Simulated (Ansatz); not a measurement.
Base system: HfO2 (space group P4_2/nmc, No. 137; a = 3.5675 Å, c = 5.1667 Å). Axes: x, y, z lie along a, b, c of the conventional cell.

One thing is altered: uniaxial stress, 8 GPa tension along z, with the cell and atoms free to relax against it.

Levels (all Ansatz, a program for electronic structure, PAW, earlier PAW set): PBEsol (420 eV, no spin-orbit coupling); r2SCAN (500 eV, no spin-orbit coupling); HSE06 (420 eV, no spin-orbit coupling).

One geometry, relaxed with PBEsol, under each level:

```csv
level,band gap,lowest conduction level above the VBM at special points,pressure
PBEsol,4.61 eV,Γ 4.61 eV; X 5.09 eV; R 5.13 eV; Z 5.32 eV,-2.66 GPa
r2SCAN,5.27 eV,Γ 5.27 eV; X 5.70 eV; R 5.74 eV; Z 5.95 eV,-0.82 GPa
HSE06,6.38 eV,Γ 6.38 eV; X 6.87 eV; R 6.93 eV,–
```

Single points use the geometry relaxed with PBEsol. Their cutoffs differ, which shifts pressures a little. HSE06 gaps are upper bounds (no full band path). Spin-orbit coupling, missing from the scalar runs, can matter with Hf. Load acts through the strain it causes; cell and atoms are relaxed under it. Beyond what the load breaks, stability against distortions was not tested. This is not the structure that HfO2 has at room temperature and ambient pressure.
